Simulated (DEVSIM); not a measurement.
Structure: abrupt Ge p-n junction, at 250 K.

Layer 1 from the left is Ge, thickness (μm) 2.00, Na (cm⁻³) 1.6e15, τn (s) 0.00038, τp (s) 0.00038. Layer 2 from the left is Ge, thickness (μm) 220, Nd (cm⁻³) 3.4e17, τn (s) 0.00038, τp (s) 0.00038.

Left contact: ohmic. Right contact: ohmic. Voltage is applied to the left contact. Recombination: SRH at mid-gap. Mobility is μmin + (μ − μmin)/(1 + (N/Nref)^α).

This is a model device: material constants are rounded textbook-type values typed into the input, and sizes, dopings and lifetimes were drawn at random. Values at 300 K; Nc and Nv go as T^1.5, mobilities as T to minus their exponent, the gap by Varshni's rule with the affinity fixed.

Ge: gap (eV) 0.664, affinity (eV) 4, permittivity 16, Nc (cm⁻³) 1.04e19, Nv (cm⁻³) 6e18, μn (cm²/Vs) 3900, μp (cm²/Vs) 1900, μn,min 150, μp,min 100, Nref,n 2.6e17, Nref,p 4e17, αn 0.56, αp 0.6, T exponent of μn 1.66, T exponent of μp 2.33, Varshni α (eV/K) 0.000477, Varshni β (K) 235.

### Question
Estimate by hand the built-in potential, the peak field at zero bias, the capacitance at -1.5 V, and compare with a numerical solution.

### Answer

- Built-in potential: ni = √(Nc Nv) exp(−Eg/2kT) = 7.88e11 cm⁻³ with Eg = 0.683 eV; Vbi = kT/q ln(Na Nd/ni²) = 0.444 V; numerical 0.444 V.
- Peak field at zero bias: depletion approximation: W = √(2εVbi/(qN)) = 0.702 μm with N = 1.59e15 cm⁻³; field = 2Vbi/W = 12600 V/cm; numerical 26500 V/cm (estimate below by 52 %).
- Capacitance at -1.5 V: C = √(qεN / 2(Vbi + |V|)) = 9.64 nF/cm²; numerical 9.80 nF/cm² (estimate below by 1.6 %).

Model (solved in DEVSIM): 1D drift-diffusion, Boltzmann statistics, complete ionisation; no tunnelling, impact ionisation, image-force lowering or self-heating.
